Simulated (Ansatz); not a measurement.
Input and output of a relaxation of the atoms for CdPd (P4mm, 2 atoms in the cell) (Ansatz, a first-principles code).

Method of the run: LDA (PW92), default PAW files made with PBE (plane waves; Ansatz).

The change in words: one atom moved by 0.15 angstrom; relax: default → atoms; relax.f_tol: default → 0.05 eV/Å. Reference geometry:
```xyz
2
Lattice="3.0281 0.0000 0.0000 0.0000 3.0281 0.0000 0.0000 0.0000 3.6824" Properties=species:S:1:pos:R:3 pbc="T T T"
Cd     0.0000     0.0000     0.0000
Pd     1.5141     1.5141     1.8412
```

Reference input (self-consistent single point, DFT, LDA (PW92), plane waves, default PAW files made with PBE): basis.ecutwfc = 420 eV; kpoints.mp_grid.grid = 11 11 9; hamiltonian.xc = lda; hamiltonian.pseudopotentials = {kind: paw} (the program's default PAW files); scf.occupations.method = fermi_dirac; scf.occupations.width = 0.1 eV. This run's input differs from it in these lines:

```diff
@@ -6,3 +6,3 @@
   atoms:
-    - { symbol: Cd, position: [0.000000, 0.000000, 0.000000] }
+    - { symbol: Cd, position: [0.000000, 0.000000, 0.040734] }
     - { symbol: Pd, position: [0.500000, 0.500000, 0.500000] }
@@ -17,2 +17,4 @@
   occupations: { method: fermi_dirac, width: 0.1 }
+relax:
+  f_tol: 0.05
 output:
```

Log, with long lists cut:

```
   [... SCF lines of the steps left out ...]
relax step   1: F+E_penalty+E_count = -14963.25841147 eV  Δ(F+E_penalty+E_count) = +0.000e0 eV  max|allowed force component| = 8.417e-1 eV/Å  Δτ_max = 0.0000 Å  (6 SCF iters, dr2 threshold 6.25e-5 eV, accepted)
relax step   2: F+E_penalty+E_count = -14963.31854608 eV  Δ(F+E_penalty+E_count) = -6.013e-2 eV  max|allowed force component| = 1.676e-1 eV/Å  Δτ_max = 0.0902 Å  (6 SCF iters, dr2 threshold 4.43e-5 eV, accepted)
relax step   3: F+E_penalty+E_count = -14963.32108950 eV  Δ(F+E_penalty+E_count) = -2.543e-3 eV  max|allowed force component| = 2.002e-3 eV/Å  Δτ_max = 0.0150 Å  (6 SCF iters, accepted)
the relaxation is at rest under the 8 symmetry operations that the run kept from its start: a minimum is not shown …
Free energy (F): -14963.321089 eV
Internal energy: -14963.306139 eV  (E = F + TS)
E sigma→0 (E₀):  -14963.313614 eV
Entropy (-TS):   -0.014950 eV (-7.475 meV/atom)
Fermi energy:    17.714615 eV
--- Forces (eV/Å), atoms counted from 1 ---
  atom   1  Cd     0.00000000     0.00000000     0.00205207
  atom   2  Pd    -0.00000000     0.00000000    -0.00195154
--- Stress (GPa, compression-positive) ---
       -7.873933       0.000000       0.000000
        0.000000      -7.873933       0.000000
        0.000000       0.000000      -7.813626
  P = ⅓ Tr σ = -7.8538 GPa (-78.538 kbar)
   [... lines left out ...]
--- Relaxed structure (3 steps of the walk, 3 accepted, 0 SCFs on fresh bases) ---
  F+E_penalty+E_count = -14963.32108950 eV   max|allowed force component| = 2.002e-3 eV/Å
  atoms:
    - { symbol: Cd, position: [1.017614697504738e-33, 0.0, 0.02031855931989124] }
    - { symbol: Pd, position: [0.49999999999999994, 0.49999999999999994, 0.5204154406801087] }
```

The run converged. 

Summary of the result:
Free energy E − TS (on the zero of these files): -14963.3211 eV
Fermi level (on the code's own zero): 17.71 eV
Pressure: -7.85 GPa
Largest force (vector length): 0.002 eV/Å
Relaxation steps: 3

The starting cell comes from a database of computed structures (which also holds hypothetical and non-ambient phases and stackings), without a prior relaxation at this level. Its lattice was rescaled by up to half a per cent. For this run, on top of that: one atom moved by 0.15 angstrom. Spin polarisation is off. The relaxation keeps the symmetry of its start, so its end need not be a minimum. Ansatz's pressure includes its estimate of the finite-basis (Pulay) stress.

Keys are those of Ansatz 0.2.
